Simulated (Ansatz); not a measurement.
Take CdSe in the zinc blende structure (space group F-43m, No. 216; a = 6.1333 Å) as the base.

Now apply this change: every Se is replaced by S; the structure is relaxed again.

Levels (all Ansatz, a program for electronic structure, PAW, earlier PAW set): r2SCAN (500 eV, without spin-orbit coupling); HSE06+SOC (420 eV, noncollinear with spin-orbit coupling).

The geometry is relaxed with r2SCAN.

* **r2SCAN valence-band top at Γ**: 0.00, 0.00, 0.00 eV
* **r2SCAN lowest conduction level above the VBM at special points**: Γ 1.54 eV; L 3.44 eV; X 3.89 eV

Q: What does HSE06+SOC give at this geometry for the valence-band top at Γ and lowest conduction level above the VBM at special points?

A: The valence-band top at Γ (three highest Kramers pairs, from the VBM) changes from 0.00, 0.00, 0.00 eV to 0.00, 0.00, -0.06 eV; the lowest conduction level above the VBM at special points changes from Γ 1.54 eV; L 3.44 eV; X 3.89 eV to Γ 2.08 eV; L 4.04 eV; X 4.47 eV. The threefold valence maximum splits by Δso ≈ 0.06 eV.

Single points use the geometry relaxed with r2SCAN. The spin-orbit shifts are approximate. The levels and masses belong to the bands next to the band gap. No phonon test of stability was made.
